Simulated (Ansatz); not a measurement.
The parent structure is GaN (space group P4_2/mnm, No. 136; a = 5.4704 Å, c = 3.1829 Å; a hypothetical phase, not in the database extracts checked).

Levels (all Ansatz, a first-principles code, PAW): PBEsol (420 eV, without spin-orbit coupling); r2SCAN (500 eV, spin-orbit coupling left out).

The geometry is relaxed with PBEsol.

- PBEsol lowest conduction level above the VBM at special points: Γ 1.87 eV; X 4.13 eV; A 4.34 eV; M 4.59 eV
- PBEsol pressure: 0.00 GPa
- PBEsol width of the top valence band: 1.95 eV

Question: How does going to r2SCAN change the lowest conduction level above the VBM at special points, pressure and width of the top valence band?

Answer: The lowest conduction level above the VBM at special points changes from Γ 1.87 eV; X 4.13 eV; A 4.34 eV; M 4.59 eV to Γ 2.33 eV; X 4.67 eV; A 4.96 eV; M 5.19 eV; the pressure goes from zero to -0.15 GPa; the width of the top valence band grows by 0.03 eV (1.95 eV → 1.98 eV).

Single points use the geometry relaxed with PBEsol. Their cutoffs differ, which shifts pressures a little. The levels and masses belong to the bands next to the band gap. Whether these cells are dynamically stable was not tested.
